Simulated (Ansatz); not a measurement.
Given:

```
CELL_PARAMETERS angstrom
      3.19273     0.00000     0.00000
      0.00000     3.19273     0.00000
      1.59637    -1.59637     2.28347
ATOMIC_POSITIONS crystal
  N  0.00000 0.00000 0.00000
  Zr 0.50000 0.50000 0.00000
```

No spin polarisation.

All numbers come from Ansatz (a first-principles code), PBEsol, PAW, cutoff 420 eV, no SOC. Settings: 22×22×22 k-points, 0.1 eV Fermi–Dirac smearing.

Problem. Estimate the pressure (mean of the normal stresses, compression positive).

Solution. 3.8 GPa.

Problem. What band gap does the calculation give?

Solution. Zero.

The cells carry an imposed strain or load. Stability against distortions was not tested. The final runs are not spin-polarised. The cell was made from ZrN in the rock salt structure (space group Fm-3m, No. 225) by this change: biaxial strain −0.82 %, plane normal [001], relaxed out of plane.
